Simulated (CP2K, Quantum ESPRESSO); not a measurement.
## Equation of state of rock-salt CaSe (space group 225): energy against volume (CP2K, PBE)

```
CaSe
1.0
    4.11164     0.00000     0.00000
    2.05582     3.56079     0.00000
    2.05582     1.18693     3.35714
Ca Se
1 1
Cartesian
  0.00000   0.00000   0.00000
  4.11164   2.37386   1.67857
```

Method: PBE, GPW, DZVP-MOLOPT-SR-GTH basis, GTH-PBE potentials (GTH_POTENTIALS) (CP2K). Settings: CUTOFF = 650 Ry; REL_CUTOFF = 50 Ry; SMEAR/METHOD = FERMI_DIRAC; ELECTRONIC_TEMPERATURE = 116.05 K; KPOINTS/SCHEME = MACDONALD 10 10 10 0.05 0.05 0.05; XC_FUNCTIONAL = PBE; Ca/BASIS_SET = DZVP-MOLOPT-SR-GTH-q10; Ca/POTENTIAL = GTH-PBE-q10; Se/BASIS_SET = DZVP-MOLOPT-SR-GTH-q6; Se/POTENTIAL = GTH-PBE-q6; METHOD = GPW; EPS_DEFAULT = 1e-10; NGRIDS = 5; SCF_GUESS = ATOMIC; EPS_SCF = 1e-06; MAX_SCF = 100. The cell above is the first row's. The rows scale it uniformly. In all rows fractional positions and the k mesh are held. E is the free energy at the stated smearing, counted from the lowest row.

| V (Å^3/atom) | E (meV/atom) |
|---|---|
| 24.575 | 31.49 |
| 25.110 | 17.49 |
| 25.644 | 7.84 |
| 26.178 | 2.13 |
| 26.712 | 0.00 |
| 27.247 | 1.10 |
| 27.781 | 5.13 |
| 28.315 | 11.82 |
| 28.849 | ? |

Q: Using the third-order Birch-Murnaghan form, a cubic in V^(-2/3), estimate the missing E at V = 28.849 from the other rows, showing the fit.

A: With u = V^(-2/3) - 0.113, the rows have u = 0.005305, 0.003619, 0.001994, 0.000425, -0.001092, -0.002561, -0.003981, -0.005356. Least squares gives E = 1.203 + 1891.5·u + 721508·u² - 335646·u³. Residuals (row less fit): -0.003, 0.008, -0.001, -0.007, 0.002, 0.003, 0.001, -0.001; standard error 0.006 (degrees of freedom: 4). Its minimum lies at u = -0.001310, so V0 = (0.111690)^(-3/2) = 26.79. There d²E/du² = 1446000 and d³E/du³ = -2014000, so B0 = (4/9) × 26.79^(-7/3) × 1446000 × 0.160218 = 47.9 GPa (the last factor turns the table's units into GPa), and B0' = 4 + (2/3) × 0.111690 × (-2014000)/1446000 = 3.9. The program's pressures in the fitted runs (not shown) pass through zero at V = 26.79, 0.00 % from this V0. At the withheld row, u = -0.006689, so E = 1.203 + 1891.5 × (-0.006689) + 721508 × (-0.006689)² - 335646 × (-0.006689)³ = 20.933 meV/atom. The calculation gives 20.90 meV/atom, 0.033 meV/atom below the prediction (0.1 % of the range of E in the table). The row lies outside the fitted rows, so this is an extrapolation. From the scatter of the fitted rows alone, a prediction at this place has a standard error of 0.014 meV/atom, so the miss is 2.3 times that.

Carrying the step between the two nearest rows on in a straight line would have given 18.51, off by 2.39; series whose last step already gives the withheld value aren't shown. The scan was laid around a cell of about the measured size, scaled by a guess for this functional. The runs keep the symmetry of the cell, so they don't test it for distortions. A plane-wave scan with the same functional (Quantum ESPRESSO, GBRV) gives V0 = 26.44 Å^3/atom and B0 = 47.9 GPa; a Birch-Murnaghan fit to all rows here lies 1.3 % from it in V0 and 0 % in B0; the two differ in basis, and may differ in potentials and mesh. Values carry the incompleteness of an atom-centred basis. Cutoffs and mesh are single choices, not tested for convergence of this quantity. Series with a scatter that would blur these digits, or in which a gap closes, are not shown. Nor are scans whose minimum lies at an end fitted in this form.
